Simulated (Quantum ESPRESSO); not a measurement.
Several settings converged on CoAl (P4mm, 2 atoms in the cell)

```yaml
crystal:
  lattice:
    - [2.85142, 0.00000, 0.00000]
    - [0.00000, 2.85142, 0.00000]
    - [0.00000, 0.00000, 2.85142]
  atoms:
    - { symbol: Al, position: [0.50000, 0.50000, 0.51753] }
    - { symbol: Co, position: [0.00000, 0.00000, 0.00000] }
```

Base method: PBEsol, SSSP 1.1.2 efficiency (PBE) pseudopotentials (plane waves; Quantum ESPRESSO).

Base settings: ecutwfc = 50 Ry; ecutrho = 400 Ry; occupations = smearing; smearing = gauss; degauss = 0.0073499 Ry; input_dft = pbesol; potentials = {Al: Al.pbe-n-kjpaw_psl.1.0.0.UPF, Co: Co_pbe_v1.2.uspp.F.UPF}; K_POINTS = automatic 8 8 8 0 0 0; conv_thr = 1e-09 Ry.

The count of work is k-points × plane waves × bands × iterations; it is no time. Core times come from one kind of shared machine, to one figure; runs under 30 s give none.

**The k-point mesh at a smearing width of 0.05 eV**

In this ladder: degauss = 0.0036749 Ry.

The second cell is the first with its lattice scaled by 0.98.

Only quantities that move along the ladder and can be compared are tabulated.

```csv
K_POINTS,free energy less the last step's (meV/atom),energy of the compressed cell less the first (meV/atom),pressure (GPa),count of work / last,core time / last (rough)
automatic 4 4 4 0 0 0,64.37,7.65,-4.19,0.024,–
automatic 5 5 5 0 0 0,-7.82,-1.16,-6.20,0.020,–
automatic 6 6 6 0 0 0,3.04,2.47,-5.41,0.045,–
automatic 7 7 7 0 0 0,-2.75,0.44,-5.86,0.050,0.2
automatic 9 9 9 0 0 0,-1.83,1.04,-5.71,0.078,–
automatic 13 13 13 0 0 0,-0.01,0.97,-5.74,0.22,0.2
automatic 18 18 18 0 0 0,-0.29,0.98,-5.79,0.59,0.5
automatic 22 22 22 0 0 0,0.00,1.02,-5.76,1.0,1
```

Coarsest K_POINTS that holds the energy of the compressed cell less the first within 1 meV/atom of the last step, with all finer ones: automatic 7 7 7 0 0 0, at 0.050 of the last step's count of work and about 0.2 of the last step's time; the step before is off by 1.4 meV/atom.

Coarsest K_POINTS that holds the free energy within 1 meV/atom of the last step, with all finer ones: automatic 13 13 13 0 0 0, at 0.22 of the last step's count of work and about 0.2 of the last step's time; the step before is off by 1.8 meV/atom.

Coarsest K_POINTS that holds the pressure within 0.5 GPa of the last step, with all finer ones: automatic 5 5 5 0 0 0, at 0.020 of the last step's count of work; the step before is off by 1.6 GPa.

The energy difference between the two cells stays within 1 meV/atom of the last step's from automatic 7 7 7 0 0 0 on, the total only from automatic 13 13 13 0 0 0 on: much of the error is common to both cells and cancels.

**The width of Methfessel-Paxton smearing**

In this ladder: smearing = mp; K_POINTS = automatic 13 13 13 0 0 0.

Narrow widths need finer meshes than wide ones, so the last steps can hold mesh noise.

Only quantities that move along the ladder and can be compared are tabulated; pressure and forces are left out, as mesh noise rules them at narrow widths.

| degauss | free energy less the last step's (meV/atom) |
|---|---|
| 0.036749 Ry | 2.85 |
| 0.02205 Ry | 1.10 |
| 0.0147 Ry | 0.53 |
| 0.0073499 Ry | 0.00 |

State of the free energy at the end of the ladder: still drifting one way, by 1.1 meV/atom over the last two steps, so the last step is no safe reference.

On the base run: the starting cell has typed, rounded lattice constants, without a prior relaxation at this level. Its lattice was rescaled by up to half a per cent. One atom was moved a little off its site on purpose. Spin polarisation is off. In the base run, with a pressure of about -6 GPa the cell is away from its equilibrium volume at this level.

Left out of this page: 2 runs of the series outside the window shown, repeating another row's setting, or not comparable; 1 run of the series unsound by tests on forces, stress, charge or solver warnings.
